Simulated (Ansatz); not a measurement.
## Response to strain in hypothetical cubic perovskite YLuO3

Start from YLuO3 in the cubic perovskite structure (space group Pm-3m, No. 221; a hypothetical phase, not in the database extracts checked).

```
CELL_PARAMETERS angstrom
      4.22380     0.00000     0.00000
      0.00000     4.22380     0.00000
      0.00000     0.00000     4.22380
ATOMIC_POSITIONS crystal
  Lu 0.00000 0.00000 0.00000
  Y  0.50000 0.50000 0.50000
  O  0.00000 0.50000 0.50000
  O  0.50000 0.50000 0.00000
  O  0.50000 0.00000 0.50000
```

Cartesian axes are those of the cell as printed.

Strains are applied to the cell and any free atomic positions relax; under biaxial strain the out-of-plane vector relaxes too; under stress the whole cell relaxes.

Level of theory: PBEsol in Ansatz (plane waves to 420 eV, PAW, no spin-orbit coupling).

Notes on the quantities. energy relative to the base: free energy F.

```json
[
 {"change": "base", "band gap": "0.63 eV", "volume per atom": "15.07 Å³", "energy relative to the base": "0 meV/atom"},
 {"change": "biaxial strain −3.00 %, plane normal [001], relaxed out of plane", "band gap": "0.45 eV", "volume per atom": "14.30 Å³", "energy relative to the base": "+34 meV/atom"},
 {"change": "biaxial strain −1.38 %, plane normal [001], relaxed out of plane", "band gap": "0.57 eV", "volume per atom": "14.71 Å³", "energy relative to the base": "+6.8 meV/atom"},
 {"change": "isotropic strain −1.22 %", "band gap": "0.67 eV", "volume per atom": "14.53 Å³", "energy relative to the base": "+9.1 meV/atom"},
 {"change": "isotropic strain +1.57 %", "band gap": "0.56 eV", "volume per atom": "15.79 Å³", "energy relative to the base": "+14 meV/atom"},
 {"change": "uniaxial strain ε_zz = −2.66 %", "band gap": "0.38 eV", "volume per atom": "14.67 Å³", "energy relative to the base": "+12 meV/atom"},
 {"change": "uniaxial strain ε_zz = −2.14 %", "band gap": "0.43 eV", "volume per atom": "14.75 Å³", "energy relative to the base": "+7.7 meV/atom"},
 {"change": "uniaxial stress, 0.5 GPa compression along x", "band gap": "0.61 eV", "volume per atom": "15.05 Å³", "energy relative to the base": "0.0 meV/atom"}
]
```

Beyond what the load breaks, stability against distortions was not tested. Many cubic perovskites are stable only at high temperature; tilts and polar distortions were not tested.

Ansatz is an electronic-structure program.
